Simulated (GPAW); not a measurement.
Band structure of RbCl (Fm-3m, 2 atoms in the cell).

```
CELL_PARAMETERS angstrom
      0.00000     3.29000     3.29000
      3.29000     0.00000     3.29000
      3.29000     3.29000     0.00000
ATOMIC_POSITIONS crystal
  Rb 0.00000 0.00000 0.00000
  Cl 0.50000 0.50000 0.50000
```

Level of theory: PBE, GPAW PAW datasets PBE (gpaw-data 1.0.1) (plane waves; GPAW).

Settings: mode = pw; ecut = 600 eV; xc = PBE; kpts = 9 9 9; mesh shift (steps) = 0 0 0; occupations.name = fermi-dirac; occupations.width = 0.05 eV; nbands = -8; convergence.density = 1e-05 e/electron; convergence.bands = -6; symmetry.symmorphic = false; symmetry.tolerance = 0.0005; maxiter = 120; bandpath_npoints = 40.

The starting cell has typed, rounded lattice constants, without a prior relaxation at this level.

Question: Predict the gap along the standard path and the places of the band edges.

Answer: The gap along the path is 5.00 eV, direct at Γ to within 0.01 eV.

Levels in eV from the top of the valence band on the SCF mesh, bands 5 to 12:
```json
[
 {"point": "Γ", "5": "-7.97", "6": "0.00", "7": "0.00", "8": "0.00", "9": "5.00", "10": "7.99", "11": "7.99", "12": "7.99"},
 {"point": "X", "5": "-8.08", "6": "-0.32", "7": "-0.10", "8": "-0.10", "9": "6.21", "10": "8.07", "11": "9.72", "12": "10.04"},
 {"point": "W", "5": "-7.96", "6": "-0.44", "7": "-0.24", "8": "-0.24", "9": "7.67", "10": "7.67", "11": "9.34", "12": "9.37"},
 {"point": "K", "5": "-8.03", "6": "-0.40", "7": "-0.28", "8": "-0.22", "9": "6.95", "10": "8.71", "11": "9.06", "12": "9.75"},
 {"point": "L", "5": "-7.95", "6": "-0.86", "7": "-0.34", "8": "-0.34", "9": "7.75", "10": "7.98", "11": "10.16", "12": "10.16"},
 {"point": "U", "5": "-8.03", "6": "-0.40", "7": "-0.28", "8": "-0.22", "9": "6.95", "10": "8.71", "11": "9.06", "12": "9.75"}
]
```
